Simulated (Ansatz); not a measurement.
The parent structure is TlBr in the rock salt structure (space group Fm-3m, No. 225; a cell from a computed database, its experimental status unchecked).

```xyz
2
Lattice="0.0000 3.2798 3.2798 3.2798 0.0000 3.2798 3.2798 3.2798 0.0000" Properties=species:S:1:pos:R:3 pbc="T T T"
Tl     0.0000     0.0000     0.0000
Br     3.2798     3.2798     3.2798
```

Cartesian axes are those of the cell as printed.

All numbers come from Ansatz (a quantum-chemistry and plane-wave program) PBEsol, no spin-orbit coupling, earlier PAW set.

It is then changed as follows: the cell is compressed by 4.25 % along y with no lateral relaxation; the atoms relax in the strained cell.

Task: Predict the stress tensor and what it implies for the stiffness.

Result: Stress of the strained cell less that of the base (GPa, compression positive):
```
   0.33    0.00    0.00
   0.00    2.85    0.00
   0.00    0.00    0.33
```

Then −Δσ_ii/ε with ε = -0.0425 gives secant stiffness values (nonlinear terms included at this strain): C22 ≈ 67 GPa, C12 ≈ 7.7 GPa and C23 ≈ 7.7 GPa.

As a check, the harmonic strain energy −½ V₀ Δσ:ε is 13 meV/atom; the computed energy rise is 12 meV/atom.

Stability against distortions was not tested. This is not the structure that TlBr has at room temperature and ambient pressure.
